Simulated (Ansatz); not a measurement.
Take GaP in the zinc blende structure (space group F-43m, No. 216; a = 5.438 Å) as the base. Axes: x, y, z lie along the cube axes.

Method: plane-wave PAW DFT at the PBEsol level (Ansatz, a quantum-chemistry and plane-wave program, 420 eV), no spin-orbit coupling.

Base values:

The band gap is 1.45 eV and the smallest direct gap comes out as 1.80 eV.

The change: uniaxial stress, 3 GPa tension along z, with the cell and atoms free to relax against it.

Problem. How does this affect the band gap?

Solution. The band gap shrinks by 0.157 eV (1.45 eV → 1.30 eV).

Problem. What happens to the smallest direct gap?

Solution. The smallest direct gap shrinks by 0.18 eV to 1.62 eV.

Problem. What does the calculation give for the strain response after the change?

Solution. The strain response (xx, yy, zz) is (−0.86, −0.86, +2.95) %.

Beyond what the load breaks, stability against distortions was not tested.
